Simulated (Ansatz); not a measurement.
Consider interstitial O in 2H silicon carbide, neutral cell. Method: PBE, PAW (plane waves to 420 eV; Ansatz, a first-principles code).

Cell of 72 host sites held at the relaxed PBE lattice; the Γ point alone; Fermi-Dirac width 0.01 eV, spin-restricted; finite-size errors left in. No zero-point or tunnelling terms. The host's phase is taken as given; its stability against other phases was not computed. The charge state is imposed; whether it is stable for some Fermi level was not computed. Sites that were not tried may lie lower. The start lies 0.36 eV above the lowest site run (PBE). The order of the sites in energy changes with the mesh.

Barriers: single points on a 2×2×2 k-point mesh shifted by half a step along c at the bands' geometries (they differ from the bands' own by up to 0.38 eV, and are uncertain by about as much).

Relaxed starting cell (atoms counted from 1):

```yaml
crystal:
  lattice:
    - [9.27650, 0.00000, 0.00000]
    - [-4.63825, 8.03368, 0.00000]
    - [0.00000, 0.00000, 10.14789]
  atoms:
    - { symbol: Si, position: [0.22363, 0.11090, 0.24714] }
    - { symbol: Si, position: [0.23831, 0.11608, 0.74765] }
    - { symbol: Si, position: [0.22341, 0.44715, 0.24594] }
    - { symbol: Si, position: [0.22735, 0.45246, 0.75137] }
    - { symbol: Si, position: [0.22187, 0.77830, 0.24975] }
    - { symbol: Si, position: [0.22026, 0.77776, 0.74915] }
    - { symbol: Si, position: [0.55553, 0.11076, 0.25095] }
    - { symbol: Si, position: [0.55585, 0.10882, 0.75105] }
    - { symbol: Si, position: [0.55603, 0.44453, 0.24998] }
    - { symbol: Si, position: [0.55814, 0.44415, 0.74934] }
    - { symbol: Si, position: [0.55469, 0.77738, 0.25068] }
    - { symbol: Si, position: [0.54276, 0.76615, 0.75128] }
    - { symbol: Si, position: [0.88992, 0.11158, 0.25188] }
    - { symbol: Si, position: [0.84061, 0.08029, 0.76452] }
    - { symbol: Si, position: [0.88887, 0.44518, 0.25147] }
    - { symbol: Si, position: [0.88920, 0.44316, 0.75134] }
    - { symbol: Si, position: [0.88907, 0.77817, 0.25147] }
    - { symbol: Si, position: [0.88820, 0.77981, 0.75042] }
    - { symbol: Si, position: [0.10680, 0.22026, 0.99745] }
    - { symbol: Si, position: [0.12763, 0.23316, 0.48934] }
    - { symbol: Si, position: [0.10871, 0.55587, 0.00010] }
    - { symbol: Si, position: [0.11318, 0.55700, 0.49903] }
    - { symbol: Si, position: [0.10958, 0.88931, 0.99861] }
    - { symbol: Si, position: [0.11301, 0.89115, 0.49986] }
    - { symbol: Si, position: [0.44328, 0.22265, 0.99934] }
    - { symbol: Si, position: [0.44945, 0.22272, 0.49907] }
    - { symbol: Si, position: [0.44202, 0.55318, 0.00022] }
    - { symbol: Si, position: [0.44706, 0.55767, 0.49822] }
    - { symbol: Si, position: [0.44118, 0.88717, 0.00095] }
    - { symbol: Si, position: [0.44501, 0.88860, 0.50002] }
    - { symbol: Si, position: [0.77312, 0.22217, 0.00495] }
    - { symbol: Si, position: [0.78141, 0.22203, 0.50115] }
    - { symbol: Si, position: [0.77706, 0.55607, 0.00012] }
    - { symbol: Si, position: [0.78012, 0.55673, 0.50150] }
    - { symbol: Si, position: [0.77237, 0.88466, 0.00416] }
    - { symbol: Si, position: [0.77835, 0.88986, 0.50300] }
    - { symbol: C, position: [0.22797, 0.11164, 0.43396] }
    - { symbol: C, position: [0.22131, 0.11260, 0.93593] }
    - { symbol: C, position: [0.22838, 0.45270, 0.43152] }
    - { symbol: C, position: [0.21884, 0.44347, 0.93898] }
    - { symbol: C, position: [0.22297, 0.77894, 0.43825] }
    - { symbol: C, position: [0.21988, 0.77739, 0.93810] }
    - { symbol: C, position: [0.55912, 0.11065, 0.43901] }
    - { symbol: C, position: [0.55287, 0.10967, 0.93994] }
    - { symbol: C, position: [0.55806, 0.44542, 0.43885] }
    - { symbol: C, position: [0.55494, 0.44440, 0.93810] }
    - { symbol: C, position: [0.55757, 0.77975, 0.43831] }
    - { symbol: C, position: [0.55018, 0.77411, 0.94025] }
    - { symbol: C, position: [0.89705, 0.11479, 0.44279] }
    - { symbol: C, position: [0.87756, 0.10643, 0.94579] }
    - { symbol: C, position: [0.89037, 0.44477, 0.44032] }
    - { symbol: C, position: [0.88672, 0.44317, 0.93979] }
    - { symbol: C, position: [0.89023, 0.77918, 0.44073] }
    - { symbol: C, position: [0.88720, 0.77878, 0.93942] }
    - { symbol: C, position: [0.11087, 0.22230, 0.18697] }
    - { symbol: C, position: [0.16553, 0.25270, 0.67272] }
    - { symbol: C, position: [0.10998, 0.55645, 0.18768] }
    - { symbol: C, position: [0.11045, 0.55552, 0.68834] }
    - { symbol: C, position: [0.11058, 0.88899, 0.18735] }
    - { symbol: C, position: [0.11334, 0.89186, 0.68813] }
    - { symbol: C, position: [0.44564, 0.22273, 0.18769] }
    - { symbol: C, position: [0.45735, 0.22329, 0.68756] }
    - { symbol: C, position: [0.44526, 0.55532, 0.18749] }
    - { symbol: C, position: [0.44316, 0.55104, 0.68664] }
    - { symbol: C, position: [0.44391, 0.88876, 0.18904] }
    - { symbol: C, position: [0.44193, 0.88640, 0.68922] }
    - { symbol: C, position: [0.77758, 0.22302, 0.19206] }
    - { symbol: C, position: [0.77765, 0.22023, 0.69030] }
    - { symbol: C, position: [0.77811, 0.55625, 0.18943] }
    - { symbol: C, position: [0.78090, 0.55650, 0.68983] }
    - { symbol: C, position: [0.77692, 0.88826, 0.19167] }
    - { symbol: C, position: [0.75518, 0.86857, 0.69092] }
    - { symbol: O, position: [0.01336, 0.10604, 0.70524] }
```

End state 1 differs by these moves (Å; atoms that move under 0.08 Å are left out):

| atom | element | Δx | Δy | Δz |
|---|---|---|---|---|
| 2 | Si | -0.03 | -0.05 | 0.13 |
| 4 | Si | 0.02 | 0.02 | 0.09 |
| 12 | Si | 0.08 | 0.11 | -0.02 |
| 13 | Si | -0.07 | -0.04 | -0.14 |
| 14 | Si | 0.30 | 0.25 | -0.05 |
| 20 | Si | -0.16 | -0.12 | -0.35 |
| 38 | C | 0.04 | -0.02 | 0.10 |
| 40 | C | 0.03 | 0.04 | 0.07 |
| 49 | C | -0.16 | -0.09 | -0.24 |
| 56 | C | -0.28 | -0.20 | 0.60 |
| 62 | C | -0.09 | 0.00 | 0.01 |
| 72 | C | 0.12 | 0.19 | -0.02 |
| 73 | O | -0.13 | 0.65 | -0.98 |

Task: Give the forward and backward barriers to end state 1 at the level PBE, PAW.

Result: forward 0.76 eV, backward 1.13 eV; at the saddle point atom 73 has neighbours C at 1.42; Si at 1.70, Si at 1.73 Å. The saddle point's order was not checked, and it lies on a symmetry element of the cell, where a band can be held.
